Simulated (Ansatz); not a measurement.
Worked example: relaxation of cell and atoms of Ta₃Re (Fm-3m, 4 atoms in the cell) in Ansatz (a first-principles code).

Level of theory: PBEsol, default PAW files made with PBE (plane waves; Ansatz).

The change in words: atoms on their sites; basis.ecutwfc: 30.9 Ry → 26.1 Ry; relax: default → cell and atoms. Reference geometry:
```
Ta3Re
1.0
    0.00000     3.25370     3.25370
    3.25370     0.00000     3.25370
    3.25370     3.25370     0.00000
Ta Re
3 1
Direct
  0.25000   0.25000   0.25000
  0.75000   0.75000   0.75000
  0.50768   0.50768   0.49232
  0.00000   0.00000   0.00000
```

Reference input (self-consistent single point, DFT, PBEsol, plane waves, default PAW files made with PBE): basis.ecutwfc = 30.9 Ry; kpoints.mp_grid.grid = 7 7 7; hamiltonian.xc = pbesol; hamiltonian.pseudopotentials = {kind: paw} (the program's default PAW files); scf.occupations.method = fermi_dirac; scf.occupations.width = 0.0073 Ry. This run's input differs from it in these lines:

Ansatz 0.2 input:
```diff
@@ -8,6 +8,6 @@
     - { symbol: Ta, position: [0.750000, 0.750000, 0.750000] }
-    - { symbol: Ta, position: [0.507684, 0.507684, 0.492316] }
+    - { symbol: Ta, position: [0.500000, 0.500000, 0.500000] }
     - { symbol: Re, position: [0.000000, 0.000000, 0.000000] }
 basis:
-  ecutwfc: 30.9 Ry
+  ecutwfc: 26.1 Ry
 kpoints:
@@ -19,2 +19,4 @@
   occupations: { method: fermi_dirac, width: 0.0073 Ry }
+relax:
+  cell: {}
 output:
```

Output, abridged:

```
   [... SCF lines of the steps left out ...]
relax step   1: F+E_penalty+E_count = -40157.59075382 eV  Δ(F+E_penalty+E_count) = +0.000e0 eV  max|allowed force component| = 4.626e-18 eV/Å  Δτ_max = 0.0000 Å  P = -8.422 GPa  Ω = 68.891 Å³  (6 SCF iters, dr2 threshold 1.00e-7 eV, accepted)
relax step   2: F+E_penalty+E_count = -40156.97846741 eV  Δ(F+E_penalty+E_count) = +6.123e-1 eV  max|allowed force component| = 8.558e-17 eV/Å  Δτ_max = 0.0000 Å  P = +35.293 GPa  Ω = 59.533 Å³  energy of the carried Pulay correction = +2.233e-2 eV  [...]
   [... lines left out ...]
relax step   7: F+E_penalty+E_count = -40157.65625844 eV  Δ(F+E_penalty+E_count) = -5.170e-5 eV  max|allowed force component| = 5.667e-17 eV/Å  Δτ_max = 0.0000 Å  P = -0.000 GPa  Ω = 66.476 Å³  energy of the carried Pulay correction = +4.676e-5 eV  [...]
relax step   8: F+E_penalty+E_count = -40157.65619506 eV  Δ(F+E_penalty+E_count) = +6.338e-5 eV  max|allowed force component| = 3.932e-17 eV/Å  Δτ_max = 0.0000 Å  P = -0.000 GPa  Ω = 66.476 Å³  stress off target by 8.04e-5 GPa  SCF on the basis [...]
basis re-selected at this cell: Δ(F+E_penalty+E_count) = +6.338e-5 eV, ΔP = +0.000 GPa vs the last step
the relaxation is at rest under the 48 symmetry operations that the run kept from its start: a minimum is not shown …
Stability not checked: this state was not tested for a lower state beside it, because too few of the mixer's solves of this state at the end of the SCF gave a …
Free energy (F): -40157.656195 eV
Internal energy: -40157.563988 eV  (E = F + TS)
   [... lines left out ...]
Fermi energy:    20.416852 eV
  cell:  # Å, volume = 66.4758 Å³
   [... lines left out ...]
    - [3.2152233674141857, 2.1098028423208616e-35, 3.2152233674141857]
    - [3.2152233674141857, 3.2152233674141857, 1.2579199706210986e-34]
  atoms:
    - { symbol: Ta, position: [0.25, 0.25, 0.25] }
    - { symbol: Ta, position: [0.7500000000000001, 0.7500000000000001, 0.7500000000000001] }
    - { symbol: Ta, position: [0.5, 0.5, 0.5] }
    - { symbol: Re, position: [-4.4072054917513e-36, 5.017357628622851e-36, 8.612492281471023e-36] }
```

The run converged.  The full log also holds: “iter 5 did not close the SCF: its close was put off for the readings that it lacked (scf_convergence_deferred on its scf_iter line)”. The full log also holds: “iter 4 did not close the SCF: its close was put off for the readings that it lacked (scf_convergence_deferred on its scf_iter line)”.

Summary of the result:
* **Free energy E − TS (on the zero of these files)**: -40157.6562 eV
* **Fermi level (on the code's own zero)**: 20.42 eV
* **Pressure**: 0.00 GPa
* **Final cell**: a = b = c = 4.547 Å, α = β = γ = 60.00°
* **Final volume per atom**: 16.62 Å³
* **Relaxation steps**: 8

The starting cell comes from a database of computed structures (which also holds hypothetical and non-ambient phases and stackings), without a prior relaxation at this level. Its lattice was rescaled by up to half a per cent. Spin polarisation is off. The relaxation keeps the symmetry of its start, so its end need not be a minimum. Ansatz's pressure includes its estimate of the finite-basis (Pulay) stress. The cutoff lies below the one recommended for these files.
